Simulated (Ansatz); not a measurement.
Results of G0W0@HSE06 in Ansatz (hard PAW, contour deformation) for BeSe (P6₃/mmc, No. 194; start mp-1008524; another space group than a measured phase of this formula).

The cell is the one relaxed with PBEsol. Conventional cell: a = 3.4855 Å, b = 3.4855 Å, c = 5.4928 Å, α = 90.00°, β = 90.00°, γ = 120.00°.

The quasiparticle gap at Γ at a fixed k mesh 3×3×2:

```
response cutoff           value (eV)
------------------------  ----------
150 eV, 443 empty bands        3.457
200 eV, 682 empty bands        3.488
250 eV, 953 empty bands        3.505
300 eV, 1253 empty bands       3.515
```

### Question
Taking the value to converge with the response cutoff E as E^(−3/2), extrapolate from the last two rows.

### Answer
With y = y∞ + c/w and weights w = 3953 and 5196 for the last two rows, y∞ = (w2 y2 − w1 y1)/(w2 − w1) = (5196 × 3.515 − 3953 × 3.505)/1243 = 3.547 eV, which lies 0.032 beyond the last row. Successive pairs of rows give 3.545, 3.548, 3.547. The limit also hangs on the law assumed, so its last digits aren't firm.

The other settings are not extrapolated, so this is the limit in one setting alone.

The smallest gap on this mesh is 1.17 eV, away from Γ.

Spin–orbit coupling is not included.

Note: GW on a hybrid start was not checked against another program.

A start named mp-… is a Materials Project structure, which can be a computed phase never made.

Ansatz is an electronic-structure program.
